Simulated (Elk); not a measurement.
A self-consistent single point of Y3Si (Pm-3m, 4 atoms in the cell) with Elk.

Level of theory: LDA (PW92), all-electron FP-LAPW, Elk's shipped species files, default APW+lo basis in Elk.

```
CELL_PARAMETERS angstrom
      4.56843     0.00000     0.00000
      0.00000     4.56843     0.00000
      0.00000     0.00000     4.56843
ATOMIC_POSITIONS crystal
  Y  0.00000 0.50000 0.50000
  Y  0.50000 0.00000 0.50000
  Y  0.50000 0.50000 0.00000
  Si 0.00000 0.00000 0.00000
```

Reference input (self-consistent single point, DFT, LDA (PW92), all-electron FP-LAPW, Elk's shipped species files, default APW+lo basis): stype = 0; swidth = 0.00999582 Ha; ngridk = 6 6 6; maxscl = 100. This run's input differs from it in these lines:

```diff
@@ -32,3 +32,3 @@
 ngridk
-  6 6 6
+  7 7 7
```

Output (repeated stretches shortened):

```
│ Self-consistent loop started │
│ Loop number : 1 │
 total energy                :     -10440.0222036
│ Loop number : 2 │
 total energy                :     -10440.0343442
RMS change in Kohn-Sham potential (target) :   0.3406688865E-01 (  0.1000000000E-05)
Absolute change in total energy (target)   :   0.1214057206E-01 (  0.1000000000E-03)
│ Loop number : 3 │
 total energy                :     -10440.0074004
RMS change in Kohn-Sham potential (target) :   0.3383914414E-01 (  0.1000000000E-05)
Absolute change in total energy (target)   :   0.2390861889E-01 (  0.1000000000E-03)
│ Loop number : 4 │
   [... lines left out ...]
Absolute change in total energy (target)   :   0.7048884218E-03 (  0.1000000000E-03)
│ Loop number : 13 │
 total energy                :     -10434.8725536
RMS change in Kohn-Sham potential (target) :   0.2634007562E-06 (  0.1000000000E-05)
Absolute change in total energy (target)   :   0.1965123738E-03 (  0.1000000000E-03)
│ Loop number : 14 │
 total energy                :     -10434.8725642
RMS change in Kohn-Sham potential (target) :   0.3916839930E-07 (  0.1000000000E-05)
Absolute change in total energy (target)   :   0.3855381510E-04 (  0.1000000000E-03)
Convergence targets achieved

│ Loop number : 15 │

Energies :
 Fermi                       :     0.289927830660
 total energy                :     -10434.8725661

Density of states at Fermi energy :    125.1092545
 (states/Hartree/unit cell)

Estimated indirect band gap :   0.8255306031E-03
 from k-point     11 to k-point     16
Estimated direct band gap   :   0.7484357850E-02
 at k-point     16

Charges :
 core                        :    94.00000000
 valence                     :    37.00000000
 interstitial                :    7.946659036
 muffin-tins (core leakage)
  species :    1 (Y)
   atom    1                 :    36.98624510     (  0.9172880986E-05)
   atom    2                 :    36.98624510     (  0.9172880986E-05)
   atom    3                 :    36.98624510     (  0.9172880986E-05)
  species :    2 (Si)
   atom    1                 :    12.09460567     (  0.1336492806E-02)
 total in muffin-tins        :    123.0533410
 total calculated charge     :    131.0078048
 total charge                :    131.0000000
 error                       :   0.7804849464E-02

│ Self-consistent loop stopped │
```

The run converged in 15 iterations. The count includes the last loop, which Elk runs after its targets are met. Against the reference run the total energy goes up by 5.5 meV/atom.

The starting cell comes from a database of computed structures (which also holds hypothetical and non-ambient phases and stackings), without a prior relaxation at this level. Its lattice was rescaled by a random factor within 2.5 % of one. Values depend on the basis (sphere radii, cutoffs, local orbitals), which need not be converged. The log's line on a gap gives a spacing of levels on this mesh, which the program prints for metals too.
